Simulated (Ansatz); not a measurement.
# CoGe (P2₁3, No. 198, 8 atoms in the cell; start mp-10692)

Computed with r²SCAN+rVV10 in Ansatz (plane waves, PAW).

Numerical settings: plane-wave cutoff 500 eV, 10×10×10 k mesh, Fermi–Dirac smearing 0.05 eV, no spin polarisation, scalar-relativistic PAW data made under PBE.

Cell (relaxed at this level):

CoGe is modelled in the cubic space group P2₁3 (No. 198), Pearson symbol cP8. Cell: a = 4.5649 Å, b = 4.5649 Å, c = 4.5649 Å, α = 90.00°, β = 90.00°, γ = 90.00°. Co on 4a is surrounded by 4 Ge at 2.351–2.369 Å and 3 Ge at 2.562 Å. Ge on 4a sees 4 Co at 2.351–2.369 Å and 3 Co at 2.562 Å and 6 Ge at 2.832 Å. (Neighbours: up to the widest gap in distance over summed covalent radii, below 1.35, at either atom; cation-cation and far metal-metal contacts left out.)

```json
{
  "band_gap": "zero (no gap)"
}
```

Note: the relaxation could not lower the start's symmetry, so the cell can be a saddle point above a distorted one.

Spin–orbit coupling is not included.

The computed numbers hold no vibrational or temperature effects.

A start named mp-… is a Materials Project structure, which need not be a measured phase.

Ansatz is a program for electronic structure.
